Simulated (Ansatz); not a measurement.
**PtSe2 under a change: pressure 15 GPa**

Base system: PtSe2 in the CdI2 type structure (space group P-3m1, No. 164; a = 3.7724 Å, c = 4.8183 Å; layered).

The change: cell and atoms relaxed at a pressure of 15 GPa.

Computed with plane-wave PAW DFT at the PBE-D3(BJ) level (Ansatz, an electronic-structure program, 420 eV), spin-orbit coupling left out. Γ-centred 14×14×10 mesh, Fermi–Dirac width 0.05 eV.

- Volume per atom: 17.18 Å³ (base 19.79 Å³)
- Density: 11.37 g/cm³ (base 9.87 g/cm³)
- Lattice parameter a: 3.691 Å (base 3.772 Å)
- c/a ratio: 1.184 (base 1.277)
- Shortest interatomic distance: 2.471 Å (base 2.526 Å)
- Enthalpy H = E + PV relative to the base's energy: +1.71 eV/atom
- Band gap: zero (base zero)

Load acts through the strain it causes; cell and atoms are relaxed under it. No phonon test of stability was made. No other phases were tried under pressure. All final runs are without spin polarisation. The zero or small gap of PtSe2 can change with the level of theory.
